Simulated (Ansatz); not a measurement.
S on the 1x1 (101) surface of anatase TiO2 (cut with top plane O), one in a 1x1 cell, energies for each (19.8 Å²). Energies are against ⅛ S8(g), without zero-point or thermal terms; each row is named by its start (#2, #3: further inequivalent places of a kind).

Host crystal: anatase TiO2, with a band gap (PBE, scalar-relativistic without spin-orbit coupling).

Level of theory: PBE (plane waves to 420 eV, PAW; Ansatz, a program for electronic structure).

Model: 19-atom slab, 9.4 Å thick at the start under the adsorbate (thin: gaps and levels are the slab's own), 6x4x1 mesh, Fermi-Dirac 0.01 eV, dipole correction, 7 atoms held, the rest relaxed; each run with such symmetry as its start has; spin-polarised, no spin-orbit, no U, no dispersion correction.

A negative adsorption energy means that the adsorbate is more stable on the surface than in its reference. Starts that drift may end in the same place. Heights count from the host atoms within 0.3 Å of the top one.

```json
[
 {"starting site": "top O (the adsorbate paired with a surface O atom)", "E_ads (eV)": "1.19", "height (Å)": "1.21", "nearest host atom (Å)": "O 1.67", "bonded to": "O + Ti", "change of the vacuum step (eV)": "-0.18", "lateral drift (Å)": "0.9", "moment (μB)": "0.0"},
 {"starting site": "top O #2 (the adsorbate paired with a surface O atom)", "E_ads (eV)": "1.88", "height (Å)": "0.56", "nearest host atom (Å)": "O 1.77", "bonded to": "O + 3 Ti", "change of the vacuum step (eV)": "-0.75", "lateral drift (Å)": "0.3", "moment (μB)": "0.0"},
 {"starting site": "over Ti at depth 0.9 Å", "E_ads (eV)": "2.62", "height (Å)": "1.67", "nearest host atom (Å)": "O 2.43", "bonded to": "Ti", "change of the vacuum step (eV)": "-0.35", "lateral drift (Å)": "0.1", "moment (μB)": "2.0"},
 {"starting site": "over Ti at depth 1.4 Å (the adsorbate paired with a surface O atom)", "E_ads (eV)": "1.54", "height (Å)": "0.93", "nearest host atom (Å)": "O 1.67", "bonded to": "O + Ti", "change of the vacuum step (eV)": "-0.66", "lateral drift (Å)": "0.3", "moment (μB)": "0.0"},
 {"starting site": "hollow O-O-O over O at depth 4.4 Å (the adsorbate paired with a surface O atom)", "E_ads (eV)": "1.42", "height (Å)": "0.44", "nearest host atom (Å)": "O 1.66", "bonded to": "O + 2 Ti", "change of the vacuum step (eV)": "-0.12", "lateral drift (Å)": "0.9", "moment (μB)": "0.0"},
 {"starting site": "bridge O-O-O (span 3.8 Å) (the adsorbate paired with a surface O atom)", "E_ads (eV)": "1.42", "height (Å)": "0.45", "nearest host atom (Å)": "O 1.66", "bonded to": "O + 2 Ti", "change of the vacuum step (eV)": "-0.13", "lateral drift (Å)": "0.8", "moment (μB)": "0.0"},
 {"starting site": "bridge O-O (span 2.8 Å)", "E_ads (eV)": "2.60", "height (Å)": "1.66", "nearest host atom (Å)": "Ti 2.61", "bonded to": "Ti", "change of the vacuum step (eV)": "-0.42", "lateral drift (Å)": "1.0", "moment (μB)": "2.0"}
]
```
